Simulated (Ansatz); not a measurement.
Base system: CdS in the zinc blende structure (space group F-43m, No. 216).

```
CELL_PARAMETERS angstrom
      0.00000     2.91212     2.91212
      2.91212     0.00000     2.91212
      2.91212     2.91212     0.00000
ATOMIC_POSITIONS crystal
  Cd 0.00000 0.00000 0.00000
  S  0.25000 0.25000 0.25000
```

Cartesian axes are those of the cell as printed.

The values are results of DFT with PBEsol, PAW potentials and a 420 eV plane-wave cutoff in Ansatz (an electronic-structure program), no spin-orbit coupling, not measurements.

The change: the cell is scaled by 1.0250 in all directions, atoms relaxed at fixed cell.

Predict the stress tensor and what it implies for the stiffness.

Stress of the strained cell less that of the base (GPa, compression positive):
```
  -3.84    0.00    0.00
   0.00   -3.84    0.00
   0.00    0.00   -3.84
```

Then B = −ΔP/(ΔV/V₀) with ΔV/V₀ = 0.0769 gives secant stiffness values (nonlinear terms included at this strain): B ≈ 50 GPa.

As a check, the harmonic strain energy −½ V₀ Δσ:ε is 22 meV/atom; the computed energy rise is 24 meV/atom.

Stability against distortions was not tested.
